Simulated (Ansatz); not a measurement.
# BaHfO3: stress against strain

BaHfO3 (cubic perovskite, Pm-3m, 14.373 Å³/atom at rest) under an equal strain ε in the (001) plane with the normal axis free, as in a coherent film. PBEsol in Ansatz, a plane-wave DFT program (PAW, default set), 420 eV, 8×8×8 Γ-centred mesh, Fermi-Dirac smearing 0.05 eV; ions are relaxed within the symmetry of each cell. Stress is positive for a compressed cell.

Here s stands for strain and y for stress xx.

| strain (%) | stress xx (GPa) |
|---|---|
| -1.20 | 4.95 |
| -0.60 | 2.39 |
| 0.00 | 0.00 |
| 0.60 | -2.24 |
| 1.20 | -4.32 |
| 3.00 | ? |

Problem. Using a straight line, estimate the missing y at s = 3.00 from the other rows, showing the fit.

Solution. Means: s 0, y 0.156. About the means, the sum of products is -13.902 and the sum of squares of s is 3.6000; the slope is their ratio. Least squares gives y = 0.156 - 3.8617·s. Residuals (row less fit): 0.160, -0.083, -0.156, -0.079, 0.158; standard error 0.171 (degrees of freedom: 3). The slope gives the biaxial elastic modulus of this plane = 386 ± 9 GPa. At the withheld row, y = 0.156 - 3.8617 × 3.0 = -11.429 GPa. The calculation gives -9.80 GPa, 1.629 GPa above the prediction (11.0 % of the range of y in the table). The row lies outside the fitted rows, so this is an extrapolation. From the scatter of the fitted rows alone, a prediction at this place has a standard error of 0.330 GPa, so the miss is 4.9 times that.

One order more, fitted to all 11 runs of the series, follows each within 0.06, so the miss is the next term of a smooth law. The primitive cell can neither tilt nor turn polar against its symmetry, as such crystals can under strain. Rows are the converged runs of the series near zero and its far end; series whose fitted rows scatter by over a few per cent of the range, as at a crossing or softening among them, aren't shown in this form. Most that stay on the fit to the last digits aren't either.
